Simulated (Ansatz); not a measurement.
Take HgS in the zinc blende structure (space group F-43m, No. 216) as the base.

```yaml
crystal:
  lattice:
    - [0.00000, 2.93793, 2.93793]
    - [2.93793, 0.00000, 2.93793]
    - [2.93793, 2.93793, 0.00000]
  atoms:
    - { symbol: Hg, position: [0.00000, 0.00000, 0.00000] }
    - { symbol: S, position: [0.25000, 0.25000, 0.25000] }
```

Cartesian axes are those of the cell as printed.

The values are results of DFT with PBEsol, PAW potentials and a 420 eV plane-wave cutoff in Ansatz (an electronic-structure program), no SOC, not measurements.

For the base:

- Band gap: zero
- Pressure: 0.0 GPa
- Volume per atom: 25.36 Å³

Now apply this change: biaxial strain −1.50 %, plane normal [001], relaxed out of plane (Cartesian); in-plane vectors clamped, the third vector and the atoms free.

Question: Predict the new band gap.

Answer: The band gap stays zero.

Question: What does the calculation give for the pressure after the change?

Answer: The pressure (mean of the normal stresses, compression positive) goes from zero to 0.4 GPa.

Question: What does the calculation give for the volume per atom after the change?

Answer: The volume per atom decreases by 0.194 Å³ to 25.16 Å³.

The mesh was chosen for an insulator and is coarse for the gapless case. With Hg present, leaving out spin-orbit coupling can change the band edges. Whether these cells are dynamically stable was not tested. The final runs are not spin-polarised. A zero or small gap of HgS can be the functional's error rather than a property of the material.
